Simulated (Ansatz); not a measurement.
# A computed series for BeSe: response to strain

The reference is BeSe in the zinc blende structure (space group F-43m, No. 216; a = 5.082 Å). Axes: x, y, z lie along the cube axes.

Strains are applied to the cell and any free atomic positions relax.

The values are results of LDA (Ansatz, a quantum-chemistry and plane-wave program, PAW, spin-orbit coupling left out), not measurements.

Notes on the quantities. energy relative to the base: free energy F.

```json
[
 {"uniaxial strain ε_zz (%)": "-3", "energy relative to the base (meV/atom)": "6.5"},
 {"uniaxial strain ε_zz (%)": "-2.5", "energy relative to the base (meV/atom)": "4.5"},
 {"uniaxial strain ε_zz (%)": "-2", "energy relative to the base (meV/atom)": "2.9"},
 {"uniaxial strain ε_zz (%)": "-1.5", "energy relative to the base (meV/atom)": "1.6"},
 {"uniaxial strain ε_zz (%)": "-1", "energy relative to the base (meV/atom)": "?"},
 {"uniaxial strain ε_zz (%)": "-0.5", "energy relative to the base (meV/atom)": "0.2"},
 {"uniaxial strain ε_zz (%)": "0", "energy relative to the base (meV/atom)": "0.0"}
]
```

Task: Fit ΔE = Aε² + Bε³ (ε in %) to the rows shown and predict the withheld row.

Result: Least squares on the printed values gives A = 0.717 and B = -0.0017 meV/atom (largest residual 0.0 meV/atom); this predicts 0.7 meV/atom, and the run gives 0.7 meV/atom, in agreement.

No phonon test of stability was made.
